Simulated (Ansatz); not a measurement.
**Functionals side by side, with their cost (level): BiPbBrO2 (I4mm, 5 atoms in the cell)**

```yaml
crystal:
  lattice:
    - [-1.99853, 1.99853, 6.57547]
    - [1.99853, -1.99853, 6.57547]
    - [1.99853, 1.99853, -6.57547]
  atoms:
    - { symbol: Bi, position: [0.34043, 0.34043, 0.00000] }
    - { symbol: Pb, position: [0.65217, 0.65217, 0.00000] }
    - { symbol: Br, position: [0.99405, 0.99405, 0.00000] }
    - { symbol: O, position: [0.75667, 0.25667, 0.50000] }
    - { symbol: O, position: [0.25667, 0.75667, 0.50000] }
```

Program: Ansatz (a quantum-chemistry and plane-wave program), default PAW files made with PBE; each row names its functional.

Base settings: basis.ecutwfc = 420 eV; kpoints.mp_grid.grid = 4 4 4; hamiltonian.xc = hse06; hamiltonian.pseudopotentials = {kind: paw} (the program's default PAW files); scf.occupations.method = fixed.

Differences are taken from HSE06, a reference of convenience: it is no measurement, and no ranking of the functionals follows.

Core times come from one kind of shared machine and are given to one figure; runs under 30 s give none.

The starting cell comes from a database of computed structures (which also holds hypothetical and non-ambient phases and stackings), without a prior relaxation at this level. Its lattice was rescaled by a random factor within 2.5 % of one. Spin-orbit coupling is off. Ansatz's pressure includes its estimate of the finite-basis (Pulay) stress. Another mesh or the band path of this cell gives a smaller gap, so this value is not converged in the mesh.

```
level   gap on the mesh less reference (eV)  pressure less reference (GPa)  largest difference in the force on any atom (eV/Å)  core time / reference (rough)
------  -----------------------------------  -----------------------------  --------------------------------------------------  -----------------------------
PBEsol                               -0.965                          -0.52                                               0.445                              –
PBE0                                  0.670                          -0.09                                               0.003                            1.0
HSE06                                 0.000                           0.00                                               0.000                              1
```

Keys are those of Ansatz 0.2.
